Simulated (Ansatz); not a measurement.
Base system: WC (space group P-6m2, No. 187; a = 2.899 Å, c = 2.827 Å; relaxed with 0.1 eV smearing).

Method: Kohn–Sham DFT with the PBEsol functional, run in Ansatz (a first-principles code) with PAW and 420 eV plane waves, scalar-relativistic without spin-orbit coupling.

Strains are applied to the cell and any free atomic positions relax.

One change was made to it. Results:

```csv
quantity,base,after
energy relative to the base (free energy F),0 meV/atom,+11 meV/atom
"pressure (mean of the normal stresses, compression positive)",0.0 GPa,-11.5 GPa
band gap,zero,zero
```

**Question.** Name the change that was made.
(A) isotropic strain −1.50 %
(B) isotropic strain +2.50 %
(C) isotropic strain +1.00 %
(D) isotropic strain −2.50 %

**Answer.** C, isotropic strain +1.00 %. For comparison, the energy relative to the base in the other runs: isotropic strain −2.50 % gives +80 meV/atom; isotropic strain +2.50 % gives +68 meV/atom; isotropic strain −1.50 % gives +28 meV/atom.

Stability against distortions was not tested. The final runs are not spin-polarised.
